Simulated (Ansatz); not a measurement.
# NH3 on the 1x1 (10-10) surface of wurtzite ZnO (cut with top plane O + Zn), one in a 2x1 cell, started at the site 'top O'

Host crystal: wurtzite ZnO, with a band gap (PBE, scalar-relativistic without spin-orbit coupling).

Method: r2SCAN, at the PBE geometry (plane waves to 500 eV, PAW; Ansatz, a program for electronic structure).

Slab: 36 atoms, 9.4 Å thick at the start under the adsorbate (thin: gaps and levels are the slab's own); k 3x4x1, smearing 0.01 eV, dipole-corrected; single point; no symmetry held, on the structure that PBE left; no spin, no spin-orbit, no U, no dispersion correction. At the end it is bonded to Zn. In PBE it is, or lies within 0.03 eV of, the lowest of the starts that converged; the order may differ at this level.

| Property | Value |
|---|---|
| adsorption energy against NH3(g) at the same level | -1.17 eV |
| change of the step from the bottom to the top vacuum level, against the clean slab | -2.11 eV |
| height of the binding atom over the mean of the host atoms within 0.3 Å of the top one | 1.696 Å |
| nearest host atoms of the binding atom | Zn at 2.09 Å, O at 2.74 Å, O at 3.15 Å |
| note | in the relaxation the adsorbate left its starting site by 2.2 Å |
| cost | roughly 6 core-minutes |

A negative adsorption energy means that the adsorbate is more stable on the surface than in its reference.
